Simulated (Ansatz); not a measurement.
Take LiNbO₃ (space group R3c, No. 161) as the base.

Space group R3c, hexagonal axes (No. 161); a = b = 5.1898 Å, c = 14.0156 Å, α = β = 90.00°, γ = 120.00°

| atom | site | symmetry | x | y | z |
|---|---|---|---|---|---|
| Li | 6a | 3. | 0.0000 | 0.0000 | 0.2974 |
| Nb | 6a | 3. | 0.0000 | 0.0000 | 0.0161 |
| O | 18b | 1 | 0.0473 | 0.3421 | 0.0789 |
(The calculation used a cell of 10 atoms; values per cell refer to that cell.)

Computed with Ansatz (a first-principles code), PBE, PAW, cutoff 420 eV, no spin-orbit coupling.

One change was made to it. Results:

The lattice parameter a shrinks by 0.036 Å to 5.154 Å; the c/a ratio rises by 0.0035 to 2.704.

**Question.** Name the change that was made.
A. pressure 2.1 GPa
B. pressure 30 GPa
C. pressure 22.5 GPa

**Answer.** A, pressure 2.1 GPa. For comparison, the lattice parameter a in the other runs: pressure 22.5 GPa gives 4.921 Å; pressure 30 GPa gives 4.863 Å.

Load acts through the strain it causes; cell and atoms are relaxed under it. Stability against distortions was not tested. Competing high-pressure phases were not computed.
